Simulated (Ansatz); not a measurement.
Here is the system:

```
GaP
1.0
    3.85488     0.00000     0.00000
    0.00000     3.85488     0.00000
    1.92744     1.92744     2.72581
Ga P
1 1
Direct
  0.00000   0.00000   0.00000
  0.75000   0.25000   0.50000
```

Space group of this cell: F-43m, zinc blende. The cell is taken as given.

The current runs along the normal of the first two printed vectors, the (001) plane. All runs by Ansatz (a first-principles code), plane waves and PAW, without spin-orbit coupling; the base is r2SCAN.

```json
[
 {"run": "base", "mean pressure (GPa)": "0.0", "gap (eV)": "1.85", "mid-gap κ (1/Å)": "0.136"},
 {"run": "all lengths scaled by 0.98", "mean pressure (GPa)": "6.1", "gap (eV)": "1.74", "mid-gap κ (1/Å)": "0.152"},
 {"run": "all lengths scaled by 1.02", "mean pressure (GPa)": "-4.6", "gap (eV)": "[?]", "mid-gap κ (1/Å)": "[?]"},
 {"run": "lda in place of r2scan", "mean pressure (GPa)": "-2.8", "gap (eV)": "1.44", "mid-gap κ (1/Å)": "0.101"},
 {"run": "lengths across the current scaled by 0.98, ions clamped", "mean pressure (GPa)": "3.9", "gap (eV)": "[?]", "mid-gap κ (1/Å)": "[?]"},
 {"run": "lengths across the current scaled by 1.02, ions clamped", "mean pressure (GPa)": "-3.2", "gap (eV)": "[?]", "mid-gap κ (1/Å)": "[?]"},
 {"run": "lengths along the current scaled by 0.97, ions clamped", "mean pressure (GPa)": "2.8", "gap (eV)": "1.49", "mid-gap κ (1/Å)": "0.137"},
 {"run": "lengths along the current scaled by 1.03, ions clamped", "mean pressure (GPa)": "-2.5", "gap (eV)": "1.75", "mid-gap κ (1/Å)": "0.129"},
 {"run": "pbesol in place of r2scan", "mean pressure (GPa)": "-0.6", "gap (eV)": "1.47", "mid-gap κ (1/Å)": "0.108"}
]
```

### Question
What belongs in the gaps?

### Answer

- all lengths scaled by 1.02, gap (eV): 1.84
- all lengths scaled by 1.02, mid-gap κ (1/Å): 0.112
- lengths across the current scaled by 0.98, ions clamped, gap (eV): 1.67
- lengths across the current scaled by 0.98, ions clamped, mid-gap κ (1/Å): 0.151
- lengths across the current scaled by 1.02, ions clamped, gap (eV): 1.71
- lengths across the current scaled by 1.02, ions clamped, mid-gap κ (1/Å): 0.118
